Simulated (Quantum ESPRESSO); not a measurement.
Equation of state of fcc Ca (space group 225): energy against volume (Quantum ESPRESSO, PBE)

```xyz
1
Lattice="0.0000 2.6875 2.6875 2.6875 0.0000 2.6875 2.6875 2.6875 0.0000" Properties=species:S:1:pos:R:3 pbc="T T T"
Ca     0.0000     0.0000     0.0000
```

Computed with PBE, GBRV 1.5 ultrasoft (PBE) pseudopotentials (plane waves; Quantum ESPRESSO). Settings: ecutwfc = 52 Ry; ecutrho = 260 Ry; occupations = smearing; smearing = fermi-dirac; degauss = 0.0036749 Ry; potentials = {Ca: ca_pbe_v1.uspp.F.UPF}; K_POINTS = automatic 28 28 28 0 0 0; conv_thr = 1e-10 Ry. The cell above is the first row's. The rows scale it uniformly. In all rows the k mesh is held. E is the free energy at the stated smearing, counted from the lowest row.

| V (Å^3/atom) | E (meV/atom) |
|---|---|
| 38.8212 | ? |
| 39.6651 | 8.95 |
| 40.5090 | 3.85 |
| 41.3530 | 0.93 |
| 42.1969 | 0.00 |
| 43.0408 | 0.90 |
| 43.8848 | 3.48 |
| 44.7287 | 7.61 |
| 45.5727 | 13.15 |

Fit E of the 8 rows that show it with the third-order Birch-Murnaghan form, a cubic in V^(-2/3). With u = V^(-2/3) - 0.0821, the rows have u = 0.0038794, 0.0026811, 0.0015236, 0.0004049, -0.0006771, -0.0017245, -0.0027386, -0.0037215. Least squares gives E = 0.128 - 624.9·u + 760086·u² - 3312166·u³. Residuals (row less fit): 0.001, -0.002, 0.001, 0.001, -0.001, -0.003, 0.002, -0.001; standard error 0.002 (degrees of freedom: 4). Its minimum lies at u = 0.0004122, so V0 = (0.0825122)^(-3/2) = 42.19. There d²E/du² = 1512000 and d³E/du³ = -1.987e7, so B0 = (4/9) × 42.19^(-7/3) × 1512000 × 0.160218 = 17.4 GPa (the last factor turns the table's units into GPa), and B0' = 4 + (2/3) × 0.0825122 × (-1.987e7)/1512000 = 3.3. The program's pressures in the fitted runs (not shown) pass through zero at V = 42.17, 0.06 % from this V0.

Question: Estimate the missing E (V = 38.8212); what did the run itself give?

Answer: u = 0.0051209, so E = 0.128 - 624.9 × 0.0051209 + 760086 × 0.0051209² - 3312166 × 0.0051209³ = 16.415 meV/atom. The calculation gives 16.40 meV/atom, 0.015 meV/atom below the prediction (0.1 % of the range of E in the table). The row lies outside the fitted rows, so this is an extrapolation. From the scatter of the fitted rows alone, a prediction at this place has a standard error of 0.007 meV/atom, so the miss is 2.1 times that.

Carrying the step between the two nearest rows on in a straight line would have given 14.05, off by 2.35; series whose last step already gives the withheld value aren't shown. The reference cell has the volume at which an earlier scan in this program and functional put its minimum by a fit. Cutoffs and mesh are single choices, not tested for convergence of this quantity. Series with a scatter that would blur these digits, or in which a gap closes, are not shown. Nor are scans whose minimum lies at an end fitted in this form.
